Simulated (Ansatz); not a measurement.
## Hypothetical rock salt AsP, element substitutions

Start from AsP in the rock salt structure (space group Fm-3m, No. 225; a = 5.1696 Å; a hypothetical phase, not in the database extracts checked).

Each row replaces one element on all its sites; cell and atoms are relaxed.

Calculations: Kohn–Sham DFT with the r2SCAN functional, run in Ansatz (a program for electronic structure) with PAW and 500 eV plane waves, without spin-orbit coupling.

```
case        density  shortest interatomic distance
-------  ----------  -----------------------------
base     5.09 g/cm³                        2.585 Å
As → Bi  8.08 g/cm³                        2.910 Å
As → Fe  5.21 g/cm³                        2.401 Å
P → Sb   6.68 g/cm³                        2.903 Å
```

The magnetic state is the one reached from the starting moments; the real material's order can differ, and small cells can't hold many antiferromagnetic ones. Whether these cells are dynamically stable was not tested. As relaxed here, BiP, FeP and SbAs are hypothetical phases, not in the database extracts checked. Spin-polarised in the final run: FeP; the other runs are not.
